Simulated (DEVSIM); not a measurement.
System: abrupt Si n-p junction, at 300 K.

```csv
layer (left to right),material,thickness (μm),Nd (cm⁻³),Na (cm⁻³),τn (s),τp (s)
1,Si,5.90,2.8e16,-,0.00022,0.00022
2,Si,54.0,-,2.3e14,0.00022,0.00022
```

Left contact: ohmic. Right contact: ohmic. Voltage is applied to the left contact. Recombination: SRH at mid-gap, Auger. Mobility is constant in doping.

The device is made up for the run: typed textbook-type constants, with dimensions and the other settings drawn at random. Values at 300 K.

| parameter | Si |
|---|---|
| gap (eV) | 1.124 |
| affinity (eV) | 4.05 |
| permittivity | 11.7 |
| Nc (cm⁻³) | 2.86e19 |
| Nv (cm⁻³) | 3.1e19 |
| μn (cm²/Vs) | 1417 |
| μp (cm²/Vs) | 470 |
| Cn (cm⁶/s) | 2.8e-31 |
| Cp (cm⁶/s) | 9.9e-32 |

DEVSIM, 1D drift-diffusion, Boltzmann statistics, complete ionisation; no tunnelling, impact ionisation, image-force lowering or self-heating.

Give the dark forward current.


(V (V), J (A/cm²)): (-0.05, -3.6e-9); (-0.15, -1.9e-7); (-0.20, -1.3e-6); (-0.30, -6.3e-5); (-0.40, -0.0030); (-0.45, -0.020); (-0.55, -0.52); (-0.60, -1.7); (-0.70, -8.4); (-0.80, -23); (-0.85, -32); (-0.95, -58); (-1.05, -89); (-1.10, -110); (-1.20, -140); (-1.25, -160); (-1.35, -210); (-1.45, -250); (-1.50, -270); (-1.60, -310)
